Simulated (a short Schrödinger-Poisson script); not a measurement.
Structure: MOS inversion layer, SiO2 on p-type Si(100), at 300 K.

```
layer  material  thickness (nm)  Na (cm⁻³)
-----  --------  --------------  ---------
1          SiO2             1.9          -
2            Si            1100     1.5e17
```

Constants are typed, rounded textbook-type inputs, not results; the design itself was drawn at random and stands for no fabricated device. SiO2: permittivity 3.9, conduction-band edge (eV) 3.15, gap (eV) 9, electron mass (mₑ) 0.5. Si: permittivity 11.7, conduction-band edge (eV) 0, gap (eV) 1.124, Nv at 300 K (cm⁻³) 3.1e19.

Channel valleys (confinement mass, in-plane density-of-states mass, number): Δ2 0.916, 0.19, 2; Δ4 0.19, 0.417, 4. At the gate the conduction-band edge of layer 1 lies 3.28 eV − eVg above the Fermi level of the channel; the field vanishes at the back. Gaps are held at their typed values at every temperature. Mesh 0.03 nm at interfaces.

Solved with a short Schrödinger-Poisson script written for these runs: 1D Poisson equation in equilibrium, electrons quantum, Hartree (BenDaniel-Duke, 12 states a valley, the channel's in-plane mass for all, wave functions ending at the dielectric), parabolic valleys, classical holes, full ionisation, no traps, pinning or gate leakage.

**Question.** List the lowest subbands of each valley and their electrons at Vg = 1.7 V.

**Answer.** 
| valley | subband | energy from the Fermi level (meV) | electrons (cm⁻²) | share (%) |
|---|---|---|---|---|
| Δ2 | 0 | -56.0 | 9.33e12 | 72.8 |
| Δ2 | 1 | 49.6 | 5.63e11 | 4.4 |
| Δ2 | 2 | 102.3 | 7.77e10 | 0.6 |
| Δ4 | 0 | 46.5 | 2.76e12 | 21.5 |
| Δ4 | 1 | 145.2 | 6.53e10 | 0.5 |
| Δ4 | 2 | 210.9 | 5.15e9 | 0.0 |

All electrons: 1.28e13 cm⁻².
